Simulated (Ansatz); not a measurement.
Base system: Tl in the hcp (Mg type) structure (space group P6_3/mmc, No. 194; a = 3.5551 Å, c = 5.5165 Å; relaxed with 0.1 eV smearing). Axes: x lies along a and z along c of the hexagonal cell.

Method: r2SCAN (Ansatz, a program for electronic structure), without spin-orbit coupling, earlier PAW set.

Strains are applied to the cell and any free atomic positions relax.

One change was made to it. Results:

| quantity | base | after |
|---|---|---|
| energy relative to the base (free energy F) | 0 meV/atom | +0.1 meV/atom |
| shortest interatomic distance | 3.438 Å | 3.425 Å |

Question: Which of these changes matches the shifts?
(A) uniaxial strain ε_zz = −5.43 %
(B) tensor shear ε_xz = −0.46 %
(C) uniaxial strain ε_zz = −1.35 %

Answer: B, tensor shear ε_xz = −0.46 %. For comparison, the shortest interatomic distance in the other runs: uniaxial strain ε_zz = −5.43 % gives 3.319 Å; uniaxial strain ε_zz = −1.35 % gives 3.408 Å.

Stability against distortions was not tested.
